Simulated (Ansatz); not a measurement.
The starting structures come from a database of crystals and need not be the phases stable at ambient conditions.

 Where the default PAW files enter, the runs use the earlier of Ansatz's two default sets.

Crystal: Sr2ZnMoO6 (Fm-3m, not sure to be the ambient phase, 10 atoms a cell, 13.0 Å³ an atom, -7 GPa at this level); planes in its conventional cell.

Calculation: r2SCAN (plane waves, PAW; Ansatz, a quantum-chemistry and plane-wave program).

No gap correction and no spin-orbit coupling; mid-gap values are interpolated between computed energies.

```
plane  area of the cell (Å²)  mid-gap κ (1/Å)  largest κ in the gap (1/Å)
-----  ---------------------  ---------------  --------------------------
(111)                   28.0             0.33                        0.34
(110)                   45.8              [?]                         [?]
(001)                   32.4              [?]                        0.33
```

The slowest decay depends on the direction. Supply the withheld values.


- (110), mid-gap κ (1/Å): 0.28
- (110), largest κ in the gap (1/Å): 0.29
- (001), mid-gap κ (1/Å): 0.29
